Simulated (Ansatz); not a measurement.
The starting structures come from a database of crystals and need not be the phases stable at ambient conditions.

## Evanescent states of WN$_{2}$ (P3_121, not sure to be the ambient phase, 9 atoms a cell, 21.4 Å³ an atom, -4 GPa at this level) along the normal of (100)

The numbers are results of PBEsol (plane waves, PAW; Ansatz, an electronic-structure program), not measurements.

The gap is the functional's own, uncorrected, and κ follows it; spin-orbit coupling is left out. Mid-gap values are interpolated between the computed energies.

Energies count from the valence-band top; κ is the least over a 6×6 mesh across the current.

```json
[
 {"E (eV)": "0.03", "κ (1/Å)": "0.055", "where": "off Γ"},
 {"E (eV)": "0.09", "κ (1/Å)": "0.089", "where": "off Γ"},
 {"E (eV)": "0.15", "κ (1/Å)": "0.109", "where": "off Γ"},
 {"E (eV)": "0.21", "κ (1/Å)": "…", "where": "off Γ"},
 {"E (eV)": "0.27", "κ (1/Å)": "…", "where": "Γ"},
 {"E (eV)": "0.33", "κ (1/Å)": "…", "where": "Γ"},
 {"E (eV)": "0.39", "κ (1/Å)": "…", "where": "Γ"},
 {"E (eV)": "0.45", "κ (1/Å)": "…", "where": "Γ"},
 {"E (eV)": "0.51", "κ (1/Å)": "…", "where": "Γ"},
 {"E (eV)": "0.57", "κ (1/Å)": "…", "where": "Γ"},
 {"E (eV)": "0.63", "κ (1/Å)": "0.092", "where": "Γ"},
 {"E (eV)": "0.69", "κ (1/Å)": "0.078", "where": "Γ"},
 {"E (eV)": "0.75", "κ (1/Å)": "0.056", "where": "Γ"}
]
```

Question: Fill in the missing entries.

Answer: 
- 0.21, κ (1/Å): 0.123
- 0.27, κ (1/Å): 0.128
- 0.33, κ (1/Å): 0.126
- 0.39, κ (1/Å): 0.122
- 0.45, κ (1/Å): 0.118
- 0.51, κ (1/Å): 0.111
- 0.57, κ (1/Å): 0.103
